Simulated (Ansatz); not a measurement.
**Input and output of a self-consistent single point for a (001) slab of MgO (cut from a parent of space group no. 225; 8 atoms in the cell) (Ansatz, an electronic-structure program)**

Level of theory: PBE (plane waves, PAW; Ansatz).

The input file:

Ansatz 0.2 input:
```yaml
crystal:
  lattice:
    - [2.967989, 0.000000, 0.000000]
    - [-2.967989, 2.967989, 0.000000]
    - [0.000000, 0.000000, 20.295982]
  atoms:
    - { symbol: Mg, position_ang: [0.000000, 0.000000, 9.098689] }
    - { symbol: Mg, position_ang: [-1.483995, 1.483995, 7.000003] }
    - { symbol: Mg, position_ang: [0.000000, 0.000000, 13.295979] }
    - { symbol: Mg, position_ang: [-1.483995, 1.483995, 11.197395] }
    - { symbol: O, position_ang: [-1.483995, 1.483995, 9.098689] }
    - { symbol: O, position_ang: [0.000000, 0.000000, 7.000003] }
    - { symbol: O, position_ang: [-1.483995, 1.483995, 13.295979] }
    - { symbol: O, position_ang: [0.000000, 0.000000, 11.197395] }
basis:
  ecutwfc: 420.0 eV
kpoints:
  mp_grid: { grid: [10, 10, 1] }
hamiltonian:
  xc: pbe
  pseudopotentials: { kind: paw }
scf:
  occupations: { method: fermi_dirac, width: 0.02 eV }
output:
  forces: true
  eigenvalues: true
  stress: true
```

The program printed (abridged):

```
WARN the atoms were moved onto the symmetric positions of the space group found under crystal.symmetry.tolerance 1.0e-5 (fractional …
WARN ansatz: RAYON_NUM_THREADS=1 ignored (pool sized by the plan → 1); use --threads N
Pseudopotentials: kind: paw
Pseudopotential: Mg, paw, valence charge 10
Pseudopotential: O, paw, valence charge 6
Crystal: 8 atoms, lattice volume = 178.786 Å³
Basis set: ecut = 420 eV, 3407 PW (Γ), exchange–correlation on 40×60×288 points (8 copies of the dense FFT grid, shifted against one another)
Bands: 40, of which v1, the nominal top of the filled ones, is band 32 counted from 1 (31 counted from 0)
Symmetry: 16 space group operations
Space group: P4/nmm (ITA 129), of the structure as read, at distance tolerance 5.6e-5 Å
k-points: 21 of 100
Initial density: superposition of atomic densities (neutral atoms: chi_scale 0, normalization atom), corrected by the library's trained network
Initial wavefunctions: pseudopotential atomic-orbital guess
Eigensolver: davidson
Functional: x = pbe(κ = 0.804, μ = 0.2195149727645171), c = pbe(β = 0.06672455060314922)
SCF iter   1: F=—  HF=-9975.582885 eV  |F-HF|=—  |Δ(HF+E_count)|=         —  Δρ=1.17e-3  dr2=6.00e-3  ethr=1.77e-3  ⟨swp⟩=10.5  Hψ=4319  notcnv=0  defer=1
all-band conjugate gradients solve this SCF's bands
preconditioner: auto → Resta (q_TF=auto, 2.299 Å⁻¹)
SCF iter   2: F=—  HF=-9975.581308 eV  |F-HF|=—  |Δ(HF+E_count)|=   1.58e-3  Δρ=6.83e-4  dr2=1.07e-3  ethr=9.38e-6  ⟨swp⟩=3.8  Hψ=1762  notcnv=0  defer=47
SCF iter   3: F=—  HF=-9975.581516 eV  |F-HF|=—  |Δ(HF+E_count)|=   2.08e-4  Δρ=3.93e-4  dr2=2.53e-4  ethr=1.67e-6  ⟨swp⟩=3.2  Hψ=1261  notcnv=0  defer=47
SCF iter   4: F=—  HF=-9975.581513 eV  |F-HF|=—  |Δ(HF+E_count)|=   3.90e-6  Δρ=1.27e-4  dr2=2.18e-5  ethr=3.96e-7  ⟨swp⟩=2.8  Hψ=1248  notcnv=0  defer=47
SCF iter   5: F=—  HF=-9975.581757 eV  |F-HF|=—  |Δ(HF+E_count)|=   2.45e-4  Δρ=4.08e-5  dr2=2.31e-6  ethr=3.41e-8  ⟨swp⟩=2.4  Hψ=1531  notcnv=0  defer=47
SCF iter   6: F=—  HF=-9975.581757 eV  |F-HF|=—  |Δ(HF+E_count)|=   2.49e-7  Δρ=1.40e-5  dr2=2.65e-7  ethr=3.61e-9  ⟨swp⟩=2.4  Hψ=1245  notcnv=0  defer=47
iter 7 met the thresholds in force, and the SCF goes on: an eigenvalue changes by 26.64 meV, over its tolerance of 10.00 meV (output.eigenvalues, Limitations)
SCF iter   7: F=-9975.581757 eV  HF=-9975.581757 eV  |F-HF|=9.51e-8  |Δ(HF+E_count)|=   3.37e-7  Δρ=3.87e-6  dr2=2.25e-8  ethr=1.56e-10  ⟨swp⟩=15.0  Hψ=4133  notcnv=0
SCF iter   8: F=-9975.581757 eV  HF=-9975.581757 eV  |F-HF|=2.01e-9  |Δ(HF+E_count)|=   1.02e-7  Δρ=1.00e-6  dr2=1.52e-9  ethr=3.52e-11  ⟨swp⟩=8.0  Hψ=3454  notcnv=0
SCF 1 converged in 8 iterations: F = -9975.581757 eV  dr2 = 1.52e-9
SCF converged after 8 iterations
an eigenvalue changed by more than its tolerance at an iteration that met the thresholds in force, so the SCF went on 1 time …
Free energy (F): -9975.581757 eV
Harris-Foulkes:  -9975.581757 eV  (|F-HF|=2.01e-9)
Internal energy: -9975.581757 eV  (E = F + TS)
E sigma→0 (E₀):  -9975.581757 eV
Fermi energy:    2.268528 eV
--- Per-component energies (eV) ---
  E_band       = -1651.743154
  E_kinetic    = 1018.821963
  E_local      = -56969.932755  (includes V_loc(G=0)·N_el)
  E_nonlocal   = 571.256296
  E_hartree    = 27258.100992
  E_xc         = -419.319870
  E_vxc        = -537.160100  (∫ρ·V_xc dr)
  E_paw        = -1800.414258  (= ΣΔE_a)
  E_vpaw       = -250.940015  (= ΣTr[D̂ρ^β])
  E_aug_tail   = 0.010046  (compensation charges beyond the density's cutoff)
  E_ewald      = 20365.895829
  E_smearing   = -0.000000  (= −TS)
  E_closure    = 0.000000  (closes the sum)
  Σ components = -9975.581757   (vs F -9975.581757, Δ=0.00e0)
--- Forces (eV/Å), atoms counted from 1 ---
  atom   1  Mg     0.00000000     0.00000000     0.00251648
  atom   2  Mg     0.00000000     0.00000000     0.25192112
  atom   3  Mg     0.00000000     0.00000000    -0.25192112
  atom   4  Mg     0.00000000     0.00000000    -0.00251648
  atom   5  O      0.00000000    -0.00000000    -0.00106695
  atom   6  O      0.00000000     0.00000000    -0.61266789
  atom   7  O      0.00000000     0.00000000     0.61266789
  atom   8  O      0.00000000     0.00000000     0.00106695
  max |Σ_I F_I| component: 4.23e-17 eV/Å
--- Stress (GPa, compression-positive) ---
       -0.725516       0.000000       0.000000
        0.000000      -0.725516       0.000000
        0.000000       0.000000       2.031308
  P = ⅓ Tr σ = 0.1934 GPa (1.934 kbar)
  The stress holds the Pulay correction. Without it, at fixed plane waves, as pw.x and ABINIT print it: P = -0.0627 GPa
--- Band table (eV; the first three rows and the last of 21) ---
  k-point 0: bands = ["-72.1506", "-72.1506", "-71.5610", "-71.5549", "-38.9824", "-38.9824", "-38.8528", "-38.8528", "-38.8527", "-38.8527", "-38.3397", "-38.3071", "-38.3071", "-38.3015", "-38.2921", "-38.2921", "-16.4425", "-15.9344", "-15.3854", [...]
  k-point 1: bands = ["-72.1504", "-72.1504", "-71.5606", "-71.5548", "-38.9820", "-38.9820", "-38.8572", "-38.8572", "-38.8522", "-38.8522", "-38.3392", "-38.3142", "-38.3062", "-38.2991", "-38.2962", "-38.2919", "-16.3720", "-15.8763", "-15.3457", [...]
  k-point 2: bands = ["-72.1496", "-72.1496", "-71.5594", "-71.5544", "-38.9811", "-38.9810", "-38.8689", "-38.8689", "-38.8508", "-38.8508", "-38.3391", "-38.3275", "-38.3056", "-38.3037", "-38.2983", "-38.2915", "-16.1739", "-15.7173", "-15.2422", [...]
  k-point 20: bands = ["-72.1447", "-72.1447", "-71.5519", "-71.5519", "-38.9743", "-38.9743", "-38.8895", "-38.8895", "-38.8895", "-38.8895", "-38.3492", "-38.3492", "-38.3261", "-38.3261", "-38.3128", "-38.3128", "-15.0457", "-15.0457", [...]
```

The run converged in 8 iterations.

The starting cell has typed, rounded lattice constants, without a prior relaxation at this level. The slab is cut from that crystal, and its faces are unrelaxed. Its lattice was rescaled by up to half a per cent. Spin polarisation is off, though cut faces can carry moments; a gap of a slab can lie between surface states.
